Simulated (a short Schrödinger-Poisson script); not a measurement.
## MOS inversion layer, SiO2 on p-type Si(100)

System: MOS inversion layer, SiO2 on p-type Si(100), at 300 K.

```csv
layer,material,thickness (nm),Na (cm⁻³)
1,SiO2,3.4,-
2,Si,910,2.2e17
```

Constants are typed, rounded textbook-type inputs, not results; the design itself was drawn at random and stands for no fabricated device. SiO2: permittivity 3.9, conduction-band edge (eV) 3.15, gap (eV) 9, electron mass (mₑ) 0.5. Si: permittivity 11.7, conduction-band edge (eV) 0, gap (eV) 1.124, Nv at 300 K (cm⁻³) 3.1e19.

Channel valleys (confinement mass, in-plane density-of-states mass, number): Δ2 0.916, 0.19, 2; Δ4 0.19, 0.417, 4. At the gate the conduction-band edge of layer 1 lies 3.4 eV − eVg above the Fermi level of the channel; the field vanishes at the back. Gaps are held at their typed values at every temperature. Mesh 0.03 nm at interfaces.

Solved with a short Schrödinger-Poisson script written for these runs: 1D Poisson equation in equilibrium, electrons quantum, Hartree (BenDaniel-Duke, 12 states a valley, the channel's in-plane mass for all, wave functions ending at the dielectric), parabolic valleys, classical holes, full ionisation, no traps, pinning or gate leakage.

```csv
Vg (V),electrons (cm⁻²),C (μF/cm²),Δ2 E0 (meV),Δ2 E1 (meV),Δ4 E0 (meV),Δ4 E1 (meV)
0.15,4.27e6,0.143,376.4,421.1,417.6,491.0
0.3,5.17e8,0.135,250.7,298.4,294.6,373.2
0.45,5.04e10,0.298,130.8,181.3,177.4,260.5
0.6,4.91e11,0.683,69.4,124.1,120.2,206.8
0.75,1.17e12,0.787,44.0,103.4,99.5,188.8
0.9,1.93e12,0.829,28.3,92.1,88.4,179.8
1.05,2.71e12,0.851,16.6,84.7,81.0,174.3
1.2,3.51e12,0.866,7.2,79.2,75.6,170.5
1.35,4.33e12,0.876,-1.0,74.8,71.3,167.6
1.5,5.15e12,0.884,-8.2,71.1,67.7,165.4
1.65,5.98e12,0.890,-14.8,68.0,64.7,163.5
1.8,6.81e12,0.895,-20.9,65.2,61.9,162.0
1.95,7.65e12,0.900,-26.7,62.8,59.5,160.6
2.1,8.50e12,0.903,-32.2,60.5,57.3,159.5
2.25,9.34e12,0.906,-37.5,58.4,55.2,158.4
2.4,1.02e13,0.909,-42.6,56.4,53.3,157.5
2.55,1.10e13,0.911,-47.5,54.5,51.4,156.6
2.7,1.19e13,0.913,-52.3,52.8,49.7,155.8
```

Gate voltages with under 1e6 electrons/cm² are left out.

Subbands count from the Fermi level.
